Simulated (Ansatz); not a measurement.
## Bulk modulus of InSb (model structure, P6₃/mmc, No. 194, 4 atoms in the cell) at several levels of theory

No measured value is used here.

```csv
level (code),value (GPa),cell (Å³/atom)
LDA (Ansatz),58.2,26.94
PBEsol (Ansatz),(withheld),27.72
r²SCAN (Ansatz),53.0,28.52
```

**Question.** Complete the blanks.

**Answer.** 
- PBEsol (Ansatz, a first-principles code), value (GPa): 54.0

LDA, PBEsol, r²SCAN: the bulk modulus is −V dP/dV from two relaxed cells at ±2 % in volume. Each level is taken at its own relaxed cell. Cutoffs differ between the levels. Ansatz's density-functional and Hartree–Fock values are scalar-relativistic unless marked +SOC, with PAW data made under PBE.

A model structure was made by putting elements into a prototype or built by hand; it is no filed structure, need not be a known phase, and can be a saddle point held by its symmetry.
